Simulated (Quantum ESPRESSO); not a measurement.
Worked example: self-consistent single point of La₂Mg₃Ag₉ (C222, 14 atoms in the cell) in Quantum ESPRESSO.

Method of the run: LDA (PZ), GBRV 1.5 ultrasoft (LDA) pseudopotentials (plane waves; Quantum ESPRESSO).

```yaml
crystal:
  lattice:
    - [2.78490, 5.07852, 0.00000]
    - [-2.78490, 5.07852, 0.00000]
    - [0.00000, 0.00000, 10.17951]
  atoms:
    - { symbol: La, position: [0.00000, 0.50000, 0.24732] }
    - { symbol: La, position: [0.50000, 0.00000, 0.75268] }
    - { symbol: Mg, position: [0.00000, 0.00000, 0.50000] }
    - { symbol: Mg, position: [0.00000, 0.00000, 0.00000] }
    - { symbol: Mg, position: [0.50000, 0.50000, 0.50000] }
    - { symbol: Ag, position: [0.00000, 0.50000, 0.94291] }
    - { symbol: Ag, position: [0.50000, 0.00000, 0.05709] }
    - { symbol: Ag, position: [0.50000, 0.00000, 0.44539] }
    - { symbol: Ag, position: [0.00000, 0.50000, 0.55461] }
    - { symbol: Ag, position: [0.80618, 0.30590, 0.74935] }
    - { symbol: Ag, position: [0.19382, 0.69410, 0.74935] }
    - { symbol: Ag, position: [0.69410, 0.19382, 0.25065] }
    - { symbol: Ag, position: [0.30590, 0.80618, 0.25065] }
    - { symbol: Ag, position: [0.50000, 0.50000, 0.00000] }
```

Reference input (self-consistent single point, DFT, LDA (PZ), plane waves, GBRV 1.5 ultrasoft (LDA) pseudopotentials): ecutwfc = 40 Ry; ecutrho = 320 Ry; occupations = smearing; smearing = methfessel-paxton; degauss = 0.0147 Ry; potentials = {La: la_lda_v1.uspp.F.UPF, Mg: mg_lda_v1.4.uspp.F.UPF, Ag: ag_lda_v1.4.uspp.F.UPF}; K_POINTS = automatic 4 4 2 0 0 0; conv_thr = 1e-09 Ry; mixing_beta = 0.5. This run's input differs from it in these lines:

```diff
@@ -15,3 +15,3 @@
    ecutwfc = 40,
-   ecutrho = 320,
+   ecutrho = 80,
    occupations = 'smearing',
```

Log, with long lists cut:

```
     Self-consistent Calculation

     iteration #  1     ecut=    40.00 Ry     beta= 0.50

     total energy              =   -3190.83934982 Ry
     estimated scf accuracy    <      78.18496890 Ry

     iteration #  2     ecut=    40.00 Ry     beta= 0.50

     total energy              =   -3228.13789048 Ry
     estimated scf accuracy    <     136.54350435 Ry

     iteration #  3     ecut=    40.00 Ry     beta= 0.50

     total energy              =   -3240.57448510 Ry
     estimated scf accuracy    <      37.70729922 Ry

   [... 13 blocks of this kind left out ...]

     iteration # 17     ecut=    40.00 Ry     beta= 0.50

     negative rho (up, down):  1.345E-01 0.000E+00

     total energy              =   -3241.27522918 Ry
     estimated scf accuracy    <          1.9E-09 Ry

     iteration # 18     ecut=    40.00 Ry     beta= 0.50

     negative rho (up, down):  1.345E-01 0.000E+00
     End of self-consistent calculation

   [... 14 lines left out ...]

   [... 14 lines left out ...]

     the Fermi energy is    13.1894 ev

!    total energy              =   -3241.27522918 Ry
     estimated scf accuracy    <          8.7E-11 Ry
     smearing contrib. (-TS)   =      -0.00171009 Ry
     internal energy E=F+TS    =   -3241.27351909 Ry

     convergence has been achieved in  18 iterations

     negative rho (up, down):  1.345E-01 0.000E+00

     Forces acting on atoms (cartesian axes, Ry/au):

     atom    1 type  1   force =     0.00000000    0.00000000   -0.00406922
     atom    2 type  1   force =     0.00000000    0.00000000    0.00406922
     atom    3 type  2   force =     0.00000000    0.00000000    0.00000000
     atom    4 type  2   force =     0.00000000    0.00000000    0.00000000
   [... lines left out ...]
     Total force =     0.010817     Total SCF correction =     0.000034
   [... lines left out ...]

     negative rho (up, down):  1.345E-01 0.000E+00
          total   stress  (Ry/bohr**3)                   (kbar)     P=      -63.90
  -0.00042138  -0.00000000   0.00000000          -61.99       -0.00        0.00
  -0.00000000  -0.00040808   0.00000000           -0.00      -60.03        0.00
   0.00000000   0.00000000  -0.00047370            0.00        0.00      -69.68

   JOB DONE.
```

The run converged in 18 iterations. Against the reference run the free energy drops by 13.5 meV/atom, the pressure hardly changes (-6.47 to -6.39 GPa) and the largest force goes from 0.104 to 0.111 eV/Å.

The starting cell comes from a database of computed structures (which also holds hypothetical and non-ambient phases and stackings), without a prior relaxation at this level.

Cost on one core of a shared machine: roughly 5 min.
